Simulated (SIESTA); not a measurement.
SIESTA run on YTi₂Ga₄ (P1, 7 atoms in the cell): self-consistent single point.

Level of theory: SIESTA with GGA PBEsol, numerical atomic orbitals DZP, PseudoDojo PBEsol standard norm-conserving potentials (rewritten from UPF to PSML).

The change in words: atoms moved at random. Reference geometry:
```
CELL_PARAMETERS angstrom
     -3.39292     3.39292     2.74046
      3.39292    -3.39292     2.74046
      3.39292     3.39292    -2.74046
ATOMIC_POSITIONS crystal
  Y  0.00000 0.00000 0.00000
  Ti 0.75000 0.25000 0.50000
  Ti 0.25000 0.75000 0.50000
  Ga 0.30349 0.69651 0.00000
  Ga 0.69651 0.30349 0.00000
  Ga 0.69651 0.69651 0.39302
  Ga 0.30349 0.30349 0.60698
```

Reference input (self-consistent single point, DFT, GGA PBEsol, numerical atomic orbitals DZP, PseudoDojo PBEsol standard norm-conserving potentials (rewritten from UPF to PSML)): XC.functional = GGA; XC.authors = PBEsol; potentials = PseudoDojo PBEsol standard; PAO.BasisSize = DZP; PAO.EnergyShift = 0.01 Ry; MeshCutoff = 350 Ry; kgrid.MonkhorstPack = 5 5 5; OccupationFunction = MP; OccupationMPOrder = 0; ElectronicTemperature = 0.136 eV; MaxSCFIterations = 150; SCF.Mixer.Method = Broyden. This run's input differs from it in these lines:

```diff
@@ -19,9 +19,9 @@
 %block AtomicCoordinatesAndAtomicSpecies
-     0.000000000    0.000000000    0.000000000  1
-     0.000000000    3.392924000    1.370228000  2
-     3.392924000    0.000000000    1.370228000  2
-     1.333486990   -1.333486990    2.740456000  3
-    -1.333486990    1.333486990    2.740456000  3
-     1.333486990    1.333486990    2.740456000  3
-     2.059437010    2.059437010    0.000000000  3
+    -0.037322164   -0.010870928    0.028769307  1
+    -0.022308475    3.416827150    1.381894121  2
+     3.406509268    0.020547548    1.387586048  2
+     1.320166371   -1.275942999    2.739787329  3
+    -1.321923905    1.312165856    2.745558729  3
+     1.378633237    1.286074271    2.686496421  3
+     2.062093669    2.037047104   -0.008267956  3
 %endblock AtomicCoordinatesAndAtomicSpecies
```

Output (repeated stretches shortened):

```
        iscf     Eharris(eV)        E_KS(eV)     FreeEng(eV)     dDmax    Ef(eV) dHmax(eV)
   scf:    1   -12616.076593   -12643.011451   -12643.054545  1.152003 -4.425763  7.247633
   scf:    2   -12642.089919   -12644.666342   -12644.707922  0.237612 -4.952115  3.986005
   scf:    3   -12645.905159   -12645.946523   -12645.996562  0.147436 -4.795336  2.020714
   scf:    4   -12646.499157   -12646.353585   -12646.412809  0.151202 -5.027209  0.839353
   scf:    5   -12646.346246   -12646.368491   -12646.427669  0.016855 -5.017628  0.574639
   [... 3 lines left out ...]
   scf:    9   -12646.387773   -12646.387964   -12646.445632  0.002313 -5.016737  0.042588
   scf:   10   -12646.387826   -12646.387964   -12646.445735  0.000960 -5.014858  0.007643
   scf:   11   -12646.388034   -12646.388001   -12646.445741  0.000192 -5.015161  0.000586
   scf:   12   -12646.388003   -12646.388002   -12646.445741  0.000081 -5.015185  0.000340
SCF Convergence by DM+H criterion
max |DM_out - DM_in|         :     0.0000805905
max |H_out - H_in|      (eV) :     0.0003401043
SCF cycle converged after 12 iterations

Using DM_out to compute the final energy and forces

siesta: E_KS(eV) =           -12646.3880

siesta: E_KS - E_eggbox =    -12646.3880

siesta: Atomic forces (eV/Ang):
     1    0.181812    0.116692   -0.112431
     2    0.279075   -0.211828    0.046013
     3    0.142177   -0.259688   -0.229384
     4    0.131857   -0.609741    0.021143
     5   -0.072641    0.342598    0.056689
     6   -0.340893    0.692216    0.157593
     7   -0.322273   -0.070919    0.066835
   Tot   -0.000886   -0.000671    0.006458
   Max    0.692216
   Res    0.273731    sqrt( Sum f_i^2 / 3N )
   Max    0.692216    constrained

   [... lines left out ...]
siesta: FreeEng =    -12646.445741
   [... lines left out ...]
siesta:     0.040448   -0.000839   -0.001020
siesta:    -0.000839    0.038586   -0.000974
siesta:    -0.001020   -0.000974    0.035781

siesta: Cell volume =        126.191786 Ang**3

siesta: Pressure (static):
siesta:                Solid            Molecule  Units
siesta:          -0.00041683         -0.00045192  Ry/Bohr**3
siesta:          -0.03827185         -0.04149358  eV/Ang**3
siesta:         -61.31826456        -66.48004941  kBar
```

The run converged in 12 iterations. Against the reference run the free energy goes up by 10.2 meV/atom, the pressure hardly changes (-6.22 to -6.13 GPa) and the largest force goes from 0.207 to 0.788 eV/Å.

The starting cell comes from a database of computed structures (which also holds hypothetical and non-ambient phases and stackings), without a prior relaxation at this level. Its lattice was rescaled by a random factor within 2.5 % of one. For this run, on top of that: atoms moved at random. Spin polarisation is off. Values carry the incompleteness of an atom-centred basis. With a pressure of about -6 GPa the cell is away from its equilibrium volume at this level.

Cost on one core of a shared machine: roughly 2 min.
